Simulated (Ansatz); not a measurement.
The reference is AlN in the zinc blende structure (space group F-43m, No. 216; a = 4.370 Å). Axes: x, y, z lie along the cube axes.

The values are results of r2SCAN in Ansatz (plane waves to 500 eV, PAW, scalar-relativistic without spin-orbit coupling), not measurements.

Strains are applied to the cell and any free atomic positions relax.

One change was made to it. Results:

| quantity | base | after |
|---|---|---|
| valley order (the lowest conduction-band minima on the path, energy above the VBM, named in the base's zone) | X along ⟨100⟩ 3.94 eV; Γ 4.84 eV | X along [001] 3.72 eV; X along [010] 3.75 eV; Γ 4.63 eV |
| pressure (mean of the normal stresses, compression positive) | 0.01 GPa | 0.13 GPa |
| energy relative to the base (free energy F) | 0 meV/atom | +10 meV/atom |

**Question.** Name the change that was made.
A) tensor shear ε_xy = +1.71 %
B) tensor shear ε_xy = +2.00 %
C) tensor shear ε_xy = +1.14 %
D) tensor shear ε_xy = +0.29 %

**Answer.** B, tensor shear ε_xy = +2.00 %. For comparison, the valley order in the other runs: tensor shear ε_xy = +0.29 % gives X along [001] 3.91 eV; X along [010] 3.92 eV; Γ 4.82 eV; tensor shear ε_xy = +1.71 % gives X along [001] 3.76 eV; X along [010] 3.78 eV; Γ 4.66 eV; tensor shear ε_xy = +1.14 % gives X along [001] 3.83 eV; X along [010] 3.84 eV; Γ 4.73 eV.

The levels and masses belong to the bands next to the band gap. Stability against distortions was not tested. This is not the structure that AlN has at room temperature and ambient pressure.

Ansatz is an electronic-structure program.
